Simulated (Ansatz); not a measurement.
A computed series for BP: response to strain and stress

Consider BP in the zinc blende structure (space group F-43m, No. 216; a = 4.536 Å). Axes: x, y, z lie along the cube axes.

Strains are applied to the cell and any free atomic positions relax; under stress the whole cell relaxes.

Level of theory: Ansatz (an electronic-structure program) r2SCAN, no spin-orbit coupling, earlier PAW set.

Candidates:
(a) uniaxial stress, 1 GPa tension along z
(b) tensor shear ε_xy = +2.85 %
(c) uniaxial strain ε_yy = −1.46 %

Base values:

* **Band gap**: 1.41 eV

Task: Order them by band gap, highest first.

Result: (a) uniaxial stress, 1 GPa tension along z (1.38 eV), (c) uniaxial strain ε_yy = −1.46 % (1.16 eV), (b) tensor shear ε_xy = +2.85 % (0.79 eV)

Beyond what the load breaks, stability against distortions was not tested.
